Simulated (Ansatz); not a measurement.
System: interstitial Zn in beta Ga2O3 (charge state +2). All values below come from PBE, PAW (plane waves to 420 eV; Ansatz, a first-principles code).

120-site cell at the relaxed PBE lattice, the Γ point alone, smearing 0.01 eV, spin-restricted, no finite-size correction. Energies are static. The charge state is imposed; whether it is stable for some Fermi level was not computed. Sites that were not tried may lie lower.

Barriers: single points on a 2×2×2 k-point mesh shifted by half a step at the bands' geometries.

The step: a concerted move, in which Zn travels most; the atom moves 1.77 Å along (0.01, 0.50, -0.14) of the unit cell; the moving atom starts with neighbours O at 1.87, 2 O at 1.94, O at 2.11 Å and ends with O at 1.87, 2 O at 1.94, O at 2.11 Å.

**Question.** Predict the migration barrier of this step from PBE, PAW.

**Answer.** 0.29 eV, the same both ways. At the saddle the moving atom has neighbours 2 O at 1.80 Å. The saddle point's order was not checked, and it lies on a symmetry element of the cell, where a band can be held.
